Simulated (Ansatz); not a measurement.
Defect: interstitial Na in 4H silicon carbide, charge state +1. Level of theory: PBE, PAW (plane waves to 420 eV; Ansatz, a quantum-chemistry and plane-wave program).

Cell of 72 host sites held at the relaxed PBE lattice; the Γ point alone; Fermi-Dirac width 0.01 eV, spin-restricted; finite-size errors left in. No zero-point or tunnelling terms. The charge state is imposed; whether it is stable for some Fermi level was not computed. Sites that were not tried may lie lower.

Barriers: single points on a 2×2×2 k-point mesh shifted by half a step along c at the bands' geometries (they differ from the bands' own by up to 0.49 eV, and are uncertain by about as much).

A. a direct jump of one Na atom; the atom moves 3.09 Å along (-1.00, -1.00, 0.00) of the unit cell; the moving atom starts with neighbours 3 C at 2.09, 3 C at 2.39; 3 Si at 2.20, 3 Si at 2.47 Å and ends with 3 C at 2.09, 3 C at 2.39; 3 Si at 2.20, 3 Si at 2.47 Å; saddle order first order.
B. a direct jump of one Na atom; the atom moves 2.22 Å along (0.00, 0.00, -0.22) of the unit cell; the moving atom starts with neighbours 3 C at 2.09, 3 C at 2.39; 3 Si at 2.20, 3 Si at 2.47 Å and ends with 3 C at 1.98, C at 1.99; 6 Si at 2.33 Å; saddle order not checked, on a symmetry element.

A band can be held on a symmetry element, so unchecked saddle points there may be too high.

### Question
Order them by forward barrier (lowest first) at the level PBE, PAW.

### Answer
B (3.35 eV), A (4.15 eV)
